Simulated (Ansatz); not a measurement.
System: cubic perovskite CsPbBr₃ (cubic high-temperature phase). Method: revPBE (PAW; Ansatz, an electronic-structure program).

Numerical settings: plane-wave cutoff 520 eV, 6×6×6 k mesh, Fermi–Dirac smearing 0.01 eV, scalar-relativistic PAW data made under PBE.

Energies at three volumes about the minimum:

```
V (Å³/atom)  E − E_lowest (meV/atom)
-----------  -----------------------
44.695                          0.93
45.607                          0.00
46.519                          0.87
```

Task: Fit a parabola by hand: where is the minimum, what lattice constant follows, and what is the bulk modulus?

Result: Slopes: (0.00 − 0.93)/(45.607 − 44.695) = -1.020 and (0.87 − 0.00)/(46.519 − 45.607) = 0.954 meV/Å³. Curvature E″ = 2 × (0.954 − (-1.020))/(46.519 − 44.695) = 2.164 meV/Å⁶. From the middle of the first interval, the slope vanishes at V0 = 45.1510 − (-1.020)/2.164 = 45.622 Å³/atom. B = V0 E″ = 45.622 × 2.164 meV/Å³ × 0.1602 GPa per meV/Å³ = 15.8 GPa. With 5 atoms in the cube, a = (5 × 45.622)^(1/3) = 6.110 Å. The full Birch–Murnaghan fit to all volumes gives V0 = 45.607 Å³/atom and B0 = 15.8 GPa.

Note: the cell is over a tenth larger than the published one: the level's own overestimate first of all, though another phase or state, or a fault of the published cell, is possible; the relaxation could not lower the start's symmetry, so the cell can be a saddle point above a distorted one.
